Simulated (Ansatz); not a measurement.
**ZnS, response to strain**

The reference is ZnS in the wurtzite structure (space group P6_3mc, No. 186).

```xyz
4
Lattice="3.8451 0.0000 0.0000 -1.9226 3.3300 0.0000 0.0000 0.0000 6.3057" Properties=species:S:1:pos:R:3 pbc="T T T"
Zn     1.9226     1.1100     6.3048
Zn     0.0000     2.2200     3.1519
S      1.9226     1.1100     3.9433
S      0.0000     2.2200     0.7904
```

Cartesian axes are those of the cell as printed.

Strains are applied to the cell and any free atomic positions relax; under biaxial strain the out-of-plane vector relaxes too; under stress the whole cell relaxes.

The values are results of plane-wave PAW DFT at the PBE level (Ansatz, a quantum-chemistry and plane-wave program, 420 eV), no SOC, earlier PAW set, not measurements.

Notes on the quantities. pressure: mean of the normal stresses, compression positive.

```tsv
variant	volume per atom	electron mass	width of the top valence band	pressure
base	20.19 Å³	0.16 mₑ along c, 0.18 mₑ across (at Γ)	2.03 eV	0.00 GPa
biaxial strain −1.02 %, plane normal [001], relaxed out of plane	19.89 Å³	0.15 mₑ out of plane, 0.18 mₑ in plane (at Γ)	2.12 eV	1.02 GPa
biaxial strain +3.88 %, plane normal [001], relaxed out of plane	21.32 Å³	0.16 mₑ (at Γ)	1.86 eV	-3.25 GPa
isotropic strain −0.85 %	19.67 Å³	0.16 mₑ along c, 0.18 mₑ across (at Γ)	2.12 eV	1.88 GPa
uniaxial stress, 2 GPa compression along z	20.01 Å³	0.16 mₑ along z, 0.18 mₑ across (at Γ)	2.03 eV	–
```

The levels and masses belong to the bands next to the band gap. Masses are band curvatures over ±0.01 Å⁻¹ around the edge. Beyond what the load breaks, stability against distortions was not tested.
